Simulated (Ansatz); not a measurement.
Defect migration in wurtzite ZnO: interstitial Zn, charge state +2. Level of theory: PBE, PAW (plane waves to 420 eV; Ansatz, a program for electronic structure).

Settings: 72 host sites, the relaxed PBE lattice, one k-point at (0.125, 0.250, 0.250), smearing 0.01 eV, spin-restricted, no image-charge correction. No zero-point or tunnelling terms. The charge state is imposed; whether it is stable for some Fermi level was not computed. Sites that were not tried may lie lower.

Barriers: single points on a 2×2×2 k-point mesh shifted by half a step along c at the bands' geometries.

The step: several atoms move together, Zn the farthest; the atom moves 2.23 Å along (-0.63, -0.36, -0.25) of the unit cell; the moving atom starts with neighbours 3 O at 2.01, O at 2.49, O at 2.51, O at 2.52; 3 Zn at 2.47 Å and ends with O at 1.88, 2 O at 2.01, O at 2.21 Å.

**Question.** Estimate the migration barrier of this step that PBE, PAW returns for this input.

**Answer.** 15.7 kcal/mol, the same both ways. At the saddle the moving atom has neighbours O at 1.89, O at 2.02, O at 2.05; Zn at 2.39, Zn at 2.43 Å. The saddle point's order was not checked, and it lies on a symmetry element of the cell, where a band can be held.
